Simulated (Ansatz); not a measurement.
Point defect O interstitial in metastable alpha Ga2O3

Level of theory: PBE, PAW (plane waves to 420 eV; Ansatz, a first-principles code). The supercell holds 120 host sites (2×2×1 repeats of the unit cell), with a 2×2×2 Γ-centred k-point sampling for the final energies. Site at the start: void with 2O nearest, no. 1. Charged cells carry a point-charge image correction with potential alignment at far atoms. Dielectric constants: PBE linear response of the host. Host gap at this level: 2.40 eV. A cell of this size leaves errors of a few tenths of an eV. The semilocal functional narrows the gap, so deep levels can fall outside it. Spin–orbit coupling is left out. Each state is the lowest found from its start.

Formation energies E_f are given with the Fermi level at the valence-band maximum. Chemical conditions: Ga-rich (Δμ(O) = -2.99 eV; only phases computed here count, gases as isolated molecules at 0 K); O-rich (Δμ(O) = 0.00 eV; only phases computed here count, gases as isolated molecules at 0 K). Reference phases: O: O2 molecule in a box.

The name describes the start; the neighbours show where the atoms ended.

Charges from +1 to −2 were run; one beyond them could lie lower near a band edge.

```json
[
 {"charge": "+1", "moment (μB)": "1.0", "point group": "C1", "largest move off a lattice site (Å)": "0.43", "neighbours of the last O atom of the defect at the end (Å)": "O 1.35, Ga 1.89", "image correction with alignment (eV)": "0.19", "E_f, Ga-rich (eV)": "5.32", "E_f, O-rich (eV)": "2.34", "above the lowest spin state (eV)": "0.00"},
 {"charge": "0", "moment (μB)": "0.0", "point group": "C2", "largest move off a lattice site (Å)": "0.75", "neighbours of the last O atom of the defect at the end (Å)": "O 1.48, Ga 1.94, Ga 2.07, O 2.38, Ga 2.44", "image correction with alignment (eV)": "0.00", "E_f, Ga-rich (eV)": "5.92", "E_f, O-rich (eV)": "2.93", "above the lowest spin state (eV)": "0.00"},
 {"charge": "0", "moment (μB)": "not spin-polarised", "point group": "C2", "largest move off a lattice site (Å)": "0.75", "neighbours of the last O atom of the defect at the end (Å)": "O 1.48, Ga 1.94, Ga 2.07, O 2.38, Ga 2.44", "image correction with alignment (eV)": "0.00", "E_f, Ga-rich (eV)": "5.92", "E_f, O-rich (eV)": "2.93", "above the lowest spin state (eV)": "0.00"},
 {"charge": "−1", "moment (μB)": "1.0", "point group": "C2", "largest move off a lattice site (Å)": "1.02", "neighbours of the last O atom of the defect at the end (Å)": "Ga 1.95, Ga 1.99, O 1.99, Ga 2.06, O 2.28", "image correction with alignment (eV)": "0.01", "E_f, Ga-rich (eV)": "8.69", "E_f, O-rich (eV)": "5.70", "above the lowest spin state (eV)": "0.00"},
 {"charge": "−2", "moment (μB)": "not spin-polarised", "point group": "C2", "largest move off a lattice site (Å)": "1.18", "neighbours of the last O atom of the defect at the end (Å)": "Ga 1.98, Ga 1.99, Ga 2.00, Ga 2.04", "image correction with alignment (eV)": "0.18", "E_f, Ga-rich (eV)": "10.46", "E_f, O-rich (eV)": "7.47", "above the lowest spin state (eV)": "0.00"}
]
```

Point groups are those of the whole cell at tolerances of 0.03 and 0.1 Å ("near" where only the looser one holds); none is given for unsettled states.

Starting moments that weren't kept: charge 0 began with 2 μB and ended with 0.0.

No other site or start that was run ended lower by more than 0.1 eV.

Transition levels above the valence-band maximum: ε(+1/0) = 0.60 eV; ε(0/−1) = 2.77 eV; ε(−1/−2) = 1.77 eV. On the lower envelope of the bound states, inside the gap: (+1/0) at 0.60 eV; (0/−2) at 2.27 eV; the others aren't thermodynamic.

Flagged in the runs: a doubtful potential alignment, a host whose relaxation on this sampling wasn't shown to rest, a strain field that reaches the edge of the cell.
